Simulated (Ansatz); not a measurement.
A computed series for Pt: response to strain

Start from Pt in the fcc (Cu type) structure (space group Fm-3m, No. 225; a = 3.942 Å; relaxed with 0.1 eV smearing). Axes: x, y, z lie along the cube axes.

Strains are applied to the cell and any free atomic positions relax.

Calculations: r2SCAN (Ansatz, an electronic-structure program, PAW, no spin-orbit coupling).

Notes on the quantities. energy relative to the base: free energy F; pressure: mean of the normal stresses, compression positive.

```tsv
case	volume per atom	energy relative to the base	pressure
base	15.31 Å³	0 meV/atom	0.0 GPa
uniaxial strain ε_zz = +0.50 %	15.39 Å³	+0.4 meV/atom	-1.3 GPa
uniaxial strain ε_zz = +1.00 %	15.46 Å³	+1.6 meV/atom	-2.6 GPa
uniaxial strain ε_zz = +1.50 %	15.54 Å³	+3.5 meV/atom	-3.8 GPa
uniaxial strain ε_zz = +2.00 %	15.62 Å³	?	?
uniaxial strain ε_zz = +2.50 %	15.69 Å³	+9.4 meV/atom	-6.2 GPa
uniaxial strain ε_zz = +3.00 %	15.77 Å³	+13 meV/atom	-7.3 GPa
```

Fill in the withheld entries from the trend.


- uniaxial strain ε_zz = +2.00 %, energy relative to the base: +6.1 meV/atom
- uniaxial strain ε_zz = +2.00 %, pressure: -5.0 GPa

No phonon test of stability was made. The final runs are not spin-polarised. Pt lies near a magnetic instability that expansion can trigger; it was not tested.
